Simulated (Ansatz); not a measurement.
Consider Sn in the diamond structure (space group Fd-3m, No. 227; a = 6.566 Å).

All numbers come from Ansatz (an electronic-structure program) r2SCAN, spin-orbit coupling left out.

Strains are applied to the cell and any free atomic positions relax.

One change was made to it. Results:

The pressure goes from zero to -2.2 GPa; the energy rises by 16 meV/atom; the band gap stays zero.

**Question.** Which of these changes matches the shifts?
(A) isotropic strain +0.50 %
(B) isotropic strain +3.00 %
(C) isotropic strain +2.00 %

**Answer.** C, isotropic strain +2.00 %. For comparison, the energy relative to the base in the other runs: isotropic strain +3.00 % gives +34 meV/atom; isotropic strain +0.50 % gives +1.0 meV/atom.

No phonon test of stability was made.
